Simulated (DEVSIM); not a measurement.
Device: Pt/SiO2/p-InP capacitor, at 300 K.

```tsv
layer (left to right)	material	thickness (nm)	Na (cm⁻³)
1	SiO2	4.30	-
2	InP	2000	9.6e16
```

Metal gate on the left, work function 5.6 eV. Fixed charge at the semiconductor interface 0 cm⁻² (in units of +e); no interface traps.

Constants are typed, rounded textbook-type inputs, not results; the design itself was drawn at random and stands for no fabricated device. Values at 300 K.

```tsv
parameter	SiO2	InP
gap (eV)	9	1.344
affinity (eV)	0.9	4.38
permittivity	3.9	12.5
Nc (cm⁻³)	-	5.7e17
Nv (cm⁻³)	-	1.1e19
```

DEVSIM, 1D Poisson equation in equilibrium, Boltzmann statistics, complete ionisation; no quantum confinement or tunnelling. Metal contacts follow the ideal Schottky-Mott rule: no Fermi-level pinning, no interface dipoles.

Question: Give the band bending (positive: bands bend down) and minority sheet density.

Answer: 
| Vg (V) | ψs (V) | minority carriers (cm⁻²) |
|---|---|---|
| -0.5 | -0.121 | < 1e8 |
| -0.2 | -0.071 | < 1e8 |
| 0.1 | 0.058 | < 1e8 |
| 0.4 | 0.285 | < 1e8 |
| 0.7 | 0.537 | < 1e8 |
| 1 | 0.800 | < 1e8 |
| 1.3 | 1.067 | 2.3e8 |
